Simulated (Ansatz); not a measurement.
**Input and output of a self-consistent single point for K3Pd (P4mm, 4 atoms in the cell) (Ansatz, an electronic-structure program)**

Level of theory: PBEsol, default PAW files made with PBE (plane waves; Ansatz).

The input file:

Ansatz 0.2 input:
```yaml
crystal:
  lattice:
    - [5.417785, 0.000000, 0.000000]
    - [0.000000, 5.417785, 0.000000]
    - [0.000000, 0.000000, 5.417785]
  atoms:
    - { symbol: K, position_ang: [2.708893, 2.708893, 0.050001] }
    - { symbol: K, position_ang: [0.000000, 2.708893, 2.708893] }
    - { symbol: K, position_ang: [2.708893, 0.000000, 2.708893] }
    - { symbol: Pd, position_ang: [0.000000, 0.000000, 0.000000] }
basis:
  ecutwfc: 420.0
kpoints:
  mp_grid: { grid: [5, 5, 5] }
hamiltonian:
  xc: pbesol
  pseudopotentials: { kind: paw }
scf:
  occupations: { method: fermi_dirac, width: 0.1 }
output:
  forces: true
  eigenvalues: true
  stress: true
```

The program printed (abridged):

```
WARN ansatz: RAYON_NUM_THREADS=1 ignored (pool sized by the plan → 1); use --threads N
Pseudopotentials: kind: paw
Pseudopotential: K, paw, valence charge 9
Pseudopotential: Pd, paw, valence charge 18
Crystal: 4 atoms, lattice volume = 159.025 Å³
Basis set: ecut = 420 eV, 3071 PW (Γ), exchange–correlation on 80×80×80 points (8 copies of the dense FFT grid, shifted against one another)
Bands: 27, of which v1, the nominal top of the filled ones, is band 23 counted from 1 (22 counted from 0)
Symmetry: 8 space group operations
Space group: P4mm (ITA 99), of the structure as read, at distance tolerance 5.4e-5 Å
k-points: 18 of 125 (time reversal used)
PAW frozen core: K, regenerated for the run's functional, and the local potential with it
PAW frozen core: Pd, regenerated for the run's functional, and the local potential with it
Initial density: superposition of atomic densities (neutral atoms: chi_scale 0, normalization atom), corrected by the library's trained network
Initial wavefunctions: pseudopotential atomic-orbital guess
Eigensolver: davidson
Functional: x = pbesol(κ = 0.804, μ = 0.12345679012345678), c = pbesol(β = 0.046)
SCF iter   1: F=—  HF=-11453.595722 eV  |F-HF|=—  |Δ(HF+E_count)|=         —  Δρ=2.64e-3  dr2=2.42e-2  ethr=1.77e-3  ⟨swp⟩=6.2  Hψ=2107  notcnv=0
all-band conjugate gradients solve this SCF's bands
preconditioner: auto → Kerker (q_TF=auto, 2.211 Å⁻¹)
SCF iter   2: F=—  HF=-11453.593863 eV  |F-HF|=—  |Δ(HF+E_count)|=   1.86e-3  Δρ=1.57e-3  dr2=6.99e-3  ethr=5.38e-5  ⟨swp⟩=1.3  Hψ=643  notcnv=0
SCF iter   3: F=—  HF=-11453.593008 eV  |F-HF|=—  |Δ(HF+E_count)|=   8.55e-4  Δρ=8.79e-4  dr2=4.48e-3  ethr=1.55e-5  ⟨swp⟩=2.0  Hψ=578  notcnv=0
SCF iter   4: F=—  HF=-11453.592226 eV  |F-HF|=—  |Δ(HF+E_count)|=   7.81e-4  Δρ=3.25e-4  dr2=3.91e-4  ethr=9.95e-6  ⟨swp⟩=2.0  Hψ=592  notcnv=0
SCF iter   5: F=—  HF=-11453.592153 eV  |F-HF|=—  |Δ(HF+E_count)|=   7.31e-5  Δρ=7.26e-5  dr2=1.05e-5  ethr=8.70e-7  ⟨swp⟩=2.4  Hψ=723  notcnv=0
SCF iter   6: F=—  HF=-11453.592162 eV  |F-HF|=—  |Δ(HF+E_count)|=   9.19e-6  Δρ=2.19e-5  dr2=1.43e-6  ethr=2.33e-8  ⟨swp⟩=2.0  Hψ=675  notcnv=0
SCF iter   7: F=-11453.592163 eV  HF=-11453.592163 eV  |F-HF|=4.58e-8  |Δ(HF+E_count)|=   2.13e-7  Δρ=5.63e-6  dr2=7.94e-8  ethr=2.22e-10  ⟨swp⟩=3.7  Hψ=2002  notcnv=0
SCF 1 converged in 7 iterations: F = -11453.592163 eV  dr2 = 7.94e-8
SCF converged after 7 iterations
Free energy (F): -11453.592163 eV
Harris-Foulkes:  -11453.592163 eV  (|F-HF|=4.58e-8)
Internal energy: -11453.529572 eV  (E = F + TS)
E sigma→0 (E₀):  -11453.560867 eV
Entropy (-TS):   -0.062590 eV (-15.648 meV/atom)
Fermi energy:    4.742875 eV
--- Per-component energies (eV) ---
  E_band       = -718.774056
  E_kinetic    = 1275.513296
  E_local      = -5240.222639  (includes V_loc(G=0)·N_el)
  E_nonlocal   = 262.874896
  E_hartree    = 2050.890740
  E_xc         = -564.000729
  E_vxc        = -696.638290  (∫ρ·V_xc dr)
  E_paw        = -5972.706132  (= ΣΔE_a)
  E_vpaw       = -422.087705  (= ΣTr[D̂ρ^β])
  E_aug_tail   = 0.000196  (compensation charges beyond the density's cutoff)
  E_ewald      = -3266.505380
  E_core_change = 0.626180  (= ΣΔE_core)
  E_smearing   = -0.062590  (= −TS)
  E_closure    = -0.000000  (closes the sum)
  Σ components = -11453.592163   (vs F -11453.592163, Δ=0.00e0)
--- Forces (eV/Å), atoms counted from 1 ---
  atom   1  K      0.00000000     0.00000000    -0.08366851
  atom   2  K      0.00000000     0.00000000     0.03449949
  atom   3  K     -0.00000000     0.00000000     0.03449949
  atom   4  Pd    -0.00000000     0.00000000     0.01467633
  max |Σ_I F_I| component: 6.80e-6 eV/Å
--- Stress (GPa, compression-positive) ---
       -0.611665       0.000000       0.000000
        0.000000      -0.611665       0.000000
        0.000000       0.000000      -0.617801
  P = ⅓ Tr σ = -0.6137 GPa (-6.137 kbar)
  The stress holds the Pulay correction. Without it, at fixed plane waves, as pw.x and ABINIT print it: P = -0.6170 GPa
--- Band table (eV; the first three rows and the last of 18) ---
  k-point 0: bands = ["-77.8998", "-43.6888", "-43.6887", "-43.6887", "-26.8340", "-26.7777", "-26.7771", "-10.5706", "-10.5706", "-10.5706", "-10.2858", "-10.2858", "-10.2853", "-10.2378", "-10.2378", "-10.2378", "1.9245", "3.4312", "3.4313", [...]
  k-point 1: bands = ["-77.8998", "-43.6888", "-43.6887", "-43.6887", "-26.8292", "-26.7824", "-26.7771", "-10.5562", "-10.5562", "-10.5479", "-10.2928", "-10.2928", "-10.2881", "-10.2698", "-10.2461", "-10.2461", "2.1698", "3.4603", "3.4781", [...]
  k-point 2: bands = ["-77.8998", "-43.6888", "-43.6887", "-43.6887", "-26.8182", "-26.7934", "-26.7770", "-10.5288", "-10.5288", "-10.4933", "-10.3393", "-10.3123", "-10.3123", "-10.2925", "-10.2553", "-10.2553", "2.8055", "3.5067", "3.5795", [...]
  k-point 17: bands = ["-77.8998", "-43.6888", "-43.6887", "-43.6887", "-26.7997", "-26.7943", "-26.7937", "-10.7305", "-10.4489", "-10.4454", "-10.4445", "-10.3421", "-10.3420", "-10.1972", "-10.1971", "-10.1937", "3.4428", "3.4700", "3.4700", [...]
```

The run converged in 7 iterations.

The starting cell comes from a database of computed structures (which also holds hypothetical and non-ambient phases and stackings), without a prior relaxation at this level. Its lattice was rescaled by up to half a per cent. One atom was moved a little off its site on purpose. Spin polarisation is off. Ansatz's pressure includes its estimate of the finite-basis (Pulay) stress.
